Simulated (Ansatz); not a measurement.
Adsorption energy and surface dipole of F on the 1x1 (111) surface of fcc Cu, one in a 2x2 cell, started at the site 'hollow Cu-Cu-Cu over Cu at depth 2.1 Å', worked from the runs' numbers; total energies count from the potentials' own zero.

Computed with PBE (plane waves to 420 eV, PAW; Ansatz, a program for electronic structure).

Set-up: 17 atoms, 6.2 Å thick at the start under the adsorbate (thin: gaps and levels are the slab's own); mesh 9x9x1; 0.1 eV smearing; dipole correction on; 8 atoms held, the rest relaxed; start symmetry kept, larger cells not searched; no spin, no spin-orbit, no U, no dispersion correction. At the end it is bonded to 3 Cu. In PBE it is, or lies within 0.03 eV of, the lowest of the starts that converged.

| quantity | value |
|---|---|
| slab with the adsorbate | -106807.296 eV |
| clean slab, same cell and mesh | -105999.011 eV |
| reference, ½ F2(g) | -805.593 eV |
| area of the cell | 22.82 Å² |
| change of the step from the bottom to the top vacuum level | 0.985 eV |

Problem. What is the adsorption energy against this reference?

Solution. E(slab + adsorbate) − E(slab) − E(reference) = -2.69 eV, so in this state the adsorbate is more stable than in the reference, at a coverage of 4.38 a nm².

Problem. What dipole does adsorption add to the slab along the outward normal (Helmholtz relation, ε₀ = 0.005526 e/(V·Å))?

Solution. p = −ε₀·A·ΔV = -0.124 e·Å = -0.60 D; its negative end points to the vacuum, which raises the vacuum level.
